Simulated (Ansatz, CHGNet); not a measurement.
**Lattice parameter a of CsCl-type TiCo: levels of theory against measurement**

Reference value: 2.995 Å (measured, room temperature, not corrected to a static lattice; as tabulated in Yamada et al. (2019), arXiv:1910.09660).

Question: What do CHGNet 0.3.0, LDA, PBE, PBE-D3(BJ), HSE06 give, and how far is each from the reference?

Answer: 
```tsv
level (code)	value (Å)	difference (%)
CHGNet 0.3.0 (CHGNet)	2.982	-0.43
LDA (Ansatz)	2.902	-3.11
PBE (Ansatz)	2.972	-0.77
PBE-D3(BJ) (Ansatz)	2.935	-2.00
HSE06 (Ansatz)	2.938	-1.90
```

The reference is not for a static lattice or low temperature, so close values are not ranked against it. Off by more than 1.25 % (a bound picked here): LDA (-3.11 %), PBE-D3(BJ) (-2.00 %), HSE06 (-1.90 %).

The measured value isn't corrected to a static lattice, so vibrations enter the comparison. A static lattice is as a rule a little smaller than the measured one. The crystal itself was run without spin with LDA, PBE, PBE-D3(BJ), HSE06. HSE06: hybrids on metals are sensitive to the k mesh and can open a false gap. Cutoffs and k meshes differ between the levels. Ansatz's density-functional and Hartree–Fock values are scalar-relativistic unless marked +SOC, with PAW data made under PBE.

Machine-learned potentials (CHGNet 0.3.0) are trained on DFT data, which may include these solids.

Differences are worked out from the printed values.

Ansatz is a quantum-chemistry and plane-wave program.
